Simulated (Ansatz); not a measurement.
**Band gap of insulating or semiconducting compounds of the cubic perovskite structure type: r2SCAN against PBEsol**

Ansatz (plane waves, PAW); cells keep the symmetry of their structure type. Ansatz (a first-principles code) is a plane-wave DFT program; potentials: the later of its two PAW sets. No spin-orbit coupling. PBEsol gaps are read at band edges searched over the zone in cells relaxed at that level, r2SCAN gaps at band edges searched over the zone in cells relaxed at that level. The two cells differ, so the slope holds a volume effect too.

Here x stands for PBEsol gap and y for r2SCAN gap.

```
solid    PBEsol gap (eV)  r2SCAN gap (eV)
-------  ---------------  ---------------
CsPbBr3             1.42             2.03
SrTiO3              1.85             2.26
KTaO3               2.14             2.63
BaZrO3              3.17             3.73
BaHfO3              3.58             4.19
KZnF3               3.71             4.64
KMgF3               7.12                ?
```

Problem. Fit y against x with a straight line, and predict the withheld value at x = 7.12.

Solution. With u = x - 2.6, the rows have u = -1.1800, -0.7500, -0.4600, 0.5700, 0.9800, 1.1100. Means: u 0.045000, y 3.247. About the means, the sum of products is 5.2059 and the sum of squares of u is 4.6717; the slope is their ratio. Least squares gives y = 3.197 + 1.1143·u. Residuals (row less fit): 0.148, -0.101, -0.054, -0.102, -0.099, 0.206; standard error 0.156 (degrees of freedom: 4). The slope is 1.11 with a standard error of 0.072. At the withheld row, u = 4.5200, so y = 3.197 + 1.1143 × 4.5200 = 8.234 eV. The calculation gives 8.30 eV, 0.066 eV above the prediction (1.1 % of the range of y in the table). The row lies outside the fitted rows, so this is an extrapolation. From the scatter of the fitted rows alone, a prediction at this place has a standard error of 0.365 eV, so the miss is 0.2 times that.

CsPbBr3 is here the ideal cubic form; the compound distorts at low or room temperature. SrTiO3 is here the ideal cubic form; the compound distorts at low or room temperature. Spin-orbit coupling is left out, which can shift this property for CsPbBr3, KTaO3, BaHfO3. The rows are a random draw from the solids of this series computed here; series whose standard error about the line passes 12 to 30 % of the range of y, or with no trend, aren't shown in this form.
